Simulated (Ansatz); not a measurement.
System: Ca(OH)2 (P-3m1, No. 164). Method: rVV10 (PAW; Ansatz, an electronic-structure program).

Run with plane-wave cutoff 520 eV, 12×12×8 k mesh (along the axes of the cell as run), Fermi–Dirac smearing 0.01 eV, scalar-relativistic PAW data made under PBE.

Computed at the level's own relaxed cell.

Q: Estimate the band gap, c axis length, lattice parameter a and bulk modulus B0 that the calculation returns.

A: 
* **band gap**: 4.00 eV (direct)
* **c axis length**: 4.802 Å
* **lattice parameter a**: 3.599 Å
* **bulk modulus B0**: 37.5 GPa

Note: the relaxation could not lower the start's symmetry, so the cell can be a saddle point above a distorted one; the bulk modulus comes from volumes at which shape and atoms were relaxed.

Computing time: very roughly 4 core-minutes.
